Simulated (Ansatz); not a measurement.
Worked example: self-consistent single point of TiSe (R-3m, 8 atoms in the cell) in Ansatz (a first-principles code).

Method of the run: PBEsol, PAW files made with PBE (plane waves; Ansatz).

```
CELL_PARAMETERS angstrom
      1.79485     1.03625    12.86253
     -1.79485     1.03625    12.86253
      0.00000    -2.07251    12.86253
ATOMIC_POSITIONS crystal
  Ti 0.00000 0.00000 0.00000
  Ti 0.50000 0.50000 0.50000
  Ti 0.91437 0.91437 0.91437
  Ti 0.08563 0.08563 0.08563
  Se 0.79254 0.79254 0.79254
  Se 0.20746 0.20746 0.20746
  Se 0.62417 0.62417 0.62417
  Se 0.37583 0.37583 0.37583
```

Reference input (self-consistent single point, DFT, PBEsol, plane waves, PAW files made with PBE): basis.ecutwfc = 30.9 Ry; kpoints.mp_grid.grid = 6 6 6; hamiltonian.xc = pbesol; hamiltonian.pseudopotentials = {kind: paw} (the program's default PAW files); scf.occupations.method = cold; scf.occupations.width = 0.01 Ry. This run's input differs from it in these lines:

Ansatz 0.2 input:
```diff
@@ -22,3 +22,3 @@
 scf:
-  occupations: { method: cold, width: 0.01 Ry }
+  occupations: { method: gaussian, width: 0.022 Ry }
 output:
```

Output (repeated stretches shortened):

```
SCF iter   1: F=—  HF=-31605.677839 eV  |F-HF|=—  |Δ(HF+E_count)|=         —  Δρ=9.95e-2  dr2=2.39e1  ethr=3.10e-3  ⟨swp⟩=4.7  Hψ=6479  notcnv=0
all-band conjugate gradients solve this SCF's bands
preconditioner: auto → Kerker (q_TF=auto, 2.618 Å⁻¹)
SCF iter   2: F=—  HF=-31602.033745 eV  |F-HF|=—  |Δ(HF+E_count)|=    3.64e0  Δρ=4.28e-2  dr2=4.89e0  ethr=3.10e-3  ⟨swp⟩=2.2  Hψ=3440  notcnv=0
   [... lines left out ...]
SCF iter   8: F=—  HF=-31600.824404 eV  |F-HF|=—  |Δ(HF+E_count)|=   4.24e-5  Δρ=5.20e-5  dr2=1.23e-5  ethr=4.28e-8  ⟨swp⟩=2.0  Hψ=3849  notcnv=0
SCF iter   9: F=—  HF=-31600.824404 eV  |F-HF|=—  |Δ(HF+E_count)|=   7.05e-7  Δρ=1.78e-5  dr2=3.30e-6  ethr=1.10e-8  ⟨swp⟩=2.0  Hψ=3474  notcnv=0
SCF iter  10: F=—  HF=-31600.824403 eV  |F-HF|=—  |Δ(HF+E_count)|=   4.22e-7  Δρ=7.78e-6  dr2=2.08e-7  ethr=2.95e-9  ⟨swp⟩=2.0  Hψ=2570  notcnv=0
SCF iter  11: F=-31600.824403 eV  HF=-31600.824403 eV  |F-HF|=5.01e-8  |Δ(HF+E_count)|=   4.01e-8  Δρ=3.48e-6  dr2=5.61e-8  ethr=8.93e-11  ⟨swp⟩=4.7  Hψ=8134  notcnv=0
SCF 1 converged in 11 iterations: F = -31600.824403 eV  dr2 = 5.61e-8
Free energy (F): -31600.824403 eV
Internal energy: -31600.426447 eV  (E = F + TS)
E sigma→0 (E₀):  -31600.625425 eV
Entropy (-TS):   -0.397956 eV (-49.744 meV/atom)
Fermi energy:    13.603381 eV
--- Forces (eV/Å), atoms counted from 1 ---
  atom   1  Ti    -0.00000000     0.00000000    -0.00000000
  atom   2  Ti    -0.00000000     0.00000000     0.00000000
  atom   3  Ti     0.00000000     0.00000000     0.12836353
  atom   4  Ti    -0.00000000    -0.00000000    -0.12836353
  atom   5  Se    -0.00000000    -0.00000000    -0.03618899
  atom   6  Se     0.00000000     0.00000000     0.03618899
  atom   7  Se     0.00000000     0.00000000     0.08291269
  atom   8  Se    -0.00000000    -0.00000000    -0.08291269
--- Stress (GPa, compression-positive) ---
       -5.449912       0.000000       0.000000
        0.000000      -5.449912      -0.000000
        0.000000      -0.000000      -5.547325
  P = ⅓ Tr σ = -5.4824 GPa (-54.824 kbar)
  The stress holds the Pulay correction. Without it, at fixed plane waves, as pw.x and ABINIT print it: P = -5.5106 GPa
```

The run converged in 11 iterations. Against the reference run the free energy falls by 23.7 meV/atom, the pressure goes from -5.84 to -5.48 GPa and the largest force goes from 0.105 to 0.128 eV/Å.

The starting cell comes from a database of computed structures (which also holds hypothetical and non-ambient phases and stackings), without a prior relaxation at this level. Spin polarisation is off, so a magnetic state, if there is one, cannot be reached. With a pressure of about -5 GPa the cell is away from its equilibrium volume at this level. Ansatz's pressure includes its estimate of the finite-basis (Pulay) stress.
